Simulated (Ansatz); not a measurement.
B on the Si site + Cr interstitial in silicon: one set of geometries, relaxed with PBE, evaluated in Ansatz (PAW, plane waves to 420 eV, 500 eV under r2SCAN) with PBE, r2SCAN.

Cell and caveats: 64-site cell; 2×2×2 shifted k-points; start: the Si site; void 2.37 Å away; no Hubbard U; energies good to tenths of an eV; relaxed from one start, so a lower configuration may exist; flagged in the runs: a strain field that reaches the edge of the cell.

| quantity | PBE | r2SCAN |
|---|---|---|
| host gap (eV) | 0.61 | ___ |
| neutral formation energy against alpha boron, bcc Cr, antiferromagnetic, silicon (eV) | 2.01 | ___ |
| largest moment on one atom at charge 0 (μB) | 2.83 | ___ |

**Question.** Given the lower rungs, what does r2SCAN give?

**Answer.** 
- host gap (eV), r2SCAN: 0.79
- neutral formation energy against alpha boron, bcc Cr, antiferromagnetic, silicon (eV), r2SCAN: 1.82
- largest moment on one atom at charge 0 (μB), r2SCAN: 3.09

Ansatz is a quantum-chemistry and plane-wave program.
